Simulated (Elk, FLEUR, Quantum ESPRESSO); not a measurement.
## HoSi₂Pt₂ (I4/mmm, 5 atoms in the cell) computed with different codes at matched settings

Self-consistent single point, at a second geometry (lattice scaled by 0.98). First geometry:

```
CELL_PARAMETERS angstrom
     -2.06714     2.06714     4.86287
      2.06714    -2.06714     4.86287
      2.06714     2.06714    -4.86287
ATOMIC_POSITIONS crystal
  Ho 0.00000 0.00000 0.00000
  Si 0.38258 0.38258 0.00000
  Si 0.61742 0.61742 0.00000
  Pt 0.25000 0.75000 0.50000
  Pt 0.75000 0.25000 0.50000
```
Moments meant for the start (each program seeds them in its own way; μB, in the order of the atoms Ho Si Si Pt Pt): 4.0 0.0 0.0 0.0 0.0.

Shared settings, as Quantum ESPRESSO writes them: occupations = smearing; smearing = gaussian; degauss = 0.0099958 Ry; nspin = 2; K_POINTS = automatic 6 6 6 0 0 0. Potentials and cutoffs stand in the table.

```tsv
code	model	largest force (eV/Å)	size of the net moment (μB/atom)	cutoff
FLEUR	PBEsol, all-electron FLAPW (FLEUR), scalar-relativistic valence	0.301	0.72	Kmax 4 1/bohr
Quantum ESPRESSO	PBEsol, SSSP 1.1.2 efficiency (PBE) pseudopotentials	0.312	0.73	50 Ry
Elk	PBEsol, all-electron FP-LAPW, Elk's shipped species files, default APW+lo basis	–	0.72	default
```

A dash marks a value that a program does not give, or that is left out as unsure.

On FLEUR's run: spin-orbit coupling is off. With one magnetic atom in the cell only a parallel order is possible. With U or open f shells several self-consistent states can exist. The f electrons are in the valence without U or exact exchange, which can misplace them near the Fermi level. Spin-orbit terms, which matter for f shells, are left out.

The spread over the programs that give each value: largest force within 0.011 eV/Å; size of the net moment within 0.01 μB/atom.

FLEUR and Elk treat all electrons, but the usual bases taken here (sphere radii, linearisation, local orbitals, empty states) were not tested for convergence, so the values are no reference for the others.

The starting cell comes from a database of computed structures (which also holds hypothetical and non-ambient phases and stackings), without a prior relaxation at this level. Its lattice was rescaled by a random factor within 2.5 % of one. For this run, on top of that: lattice scaled by 0.98.

Left out of this page: Ansatz (unsound by tests on forces, stress, charge or solver warnings).
